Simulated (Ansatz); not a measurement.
The reference is WSe2 in the 2H-MoS2 type structure (space group P6_3/mmc, No. 194; a = 3.279 Å, c = 12.786 Å; layered, stacked along the Cartesian z axis). Axes: x lies along a and z along c of the hexagonal cell.

All numbers come from DFT with PBE-D3(BJ), PAW potentials and a 420 eV plane-wave cutoff in Ansatz (a first-principles code), no SOC, earlier PAW set.

Strains are applied to the cell and any free atomic positions relax; under biaxial strain the out-of-plane vector relaxes too; under stress the whole cell relaxes.

One change was made to it. Results:

```csv
quantity,base,after
band gap,0.87 eV,0.91 eV
hole mass,"1.3 mₑ along c, 0.70 mₑ across (at Γ)","1.2 mₑ along z, 0.75 mₑ across (at Γ)"
"valence-band top at Γ (three highest levels, from the VBM)","0.00, -0.96, -1.20 eV","0.00, -1.01, -1.17 eV"
smallest direct gap,1.57 eV,1.58 eV
```

Question: What was done to the base?
A. biaxial strain −0.64 %, plane normal [001], relaxed out of plane
B. biaxial strain −1.55 %, plane normal [001], relaxed out of plane
C. isotropic strain +1.90 %
D. uniaxial stress, 0.5 GPa tension along z
E. uniaxial strain ε_zz = −1.06 %

Answer: D, uniaxial stress, 0.5 GPa tension along z. For comparison, the valence-band top at Γ in the other runs: uniaxial strain ε_zz = −1.06 % gives 0.00, -0.89, -1.24 eV; biaxial strain −1.55 %, plane normal [001], relaxed out of plane gives 0.00, -1.02, -1.18 eV; biaxial strain −0.64 %, plane normal [001], relaxed out of plane gives 0.00, -0.99, -1.24 eV; isotropic strain +1.90 % gives 0.00, -0.97, -1.04 eV.

Spin-orbit coupling, missing from the scalar runs, can matter with W. Masses are band curvatures over ±0.01 Å⁻¹ around the edge. Beyond what the load breaks, stability against distortions was not tested.
